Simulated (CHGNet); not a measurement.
## Rutile MgH2

Method: the machine-learned potential CHGNet 0.3.0 (trained on PBE and PBE+U data).

Cell: relaxed at this level.

For rutile MgH2, the lattice constant a is 4.529 Å, the lattice parameter c comes out as 2.976 Å and the volume per atom comes out as 10.17 Å³/atom.

Measured, for comparison: lattice constant a 4.517 Å, lattice parameter c 3.021 Å, equilibrium volume per atom 10.27 Å³/atom (temperature not stated, no zero-point or thermal correction; as tabulated in Ellinger et al., J. Am. Chem. Soc. 77, 2647 (1955) (COD 4124639)). Computed (rounded) less measured: lattice constant a +0.3 %, lattice parameter c -1.5 %, equilibrium volume per atom -1.0 %. A static lattice is as a rule a little smaller and stiffer than an uncorrected measurement, which narrows the difference in the lattice parameter c, equilibrium volume per atom and would widen misses of the other sign.

A machine-learned potential is trained on density-functional data: it inherits that level's misses and adds fitting errors of its own.

Note: the model gives imaginary modes for this phase (in the spectrum interpolated from a supercell).
